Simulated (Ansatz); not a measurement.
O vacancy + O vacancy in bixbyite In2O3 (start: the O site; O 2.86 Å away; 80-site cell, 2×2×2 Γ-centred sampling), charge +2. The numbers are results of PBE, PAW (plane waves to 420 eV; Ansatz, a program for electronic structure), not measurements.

```yaml
total_energy_of_the_defect_cell: -205257.2506 eV
total_energy_of_the_perfect_cell: -206373.9906 eV
"μ(O) in O2 molecule in a box, atoms added −2": -564.9684 eV
"Δμ(O), O-rich": 0.000 eV
valence-band maximum on the cell's zero: 8.057 eV
image_correction_with_alignment: 0.280 eV
fermi_level_above_the_maximum: 0.30 eV
```

Work out the formation energy.

E_f = E(defect) − E(perfect) − Σ n μ + q (E_VBM + E_F) + E_corr = 1116.740 − (1129.937) + (16.713) + (0.280) = 3.80 eV.
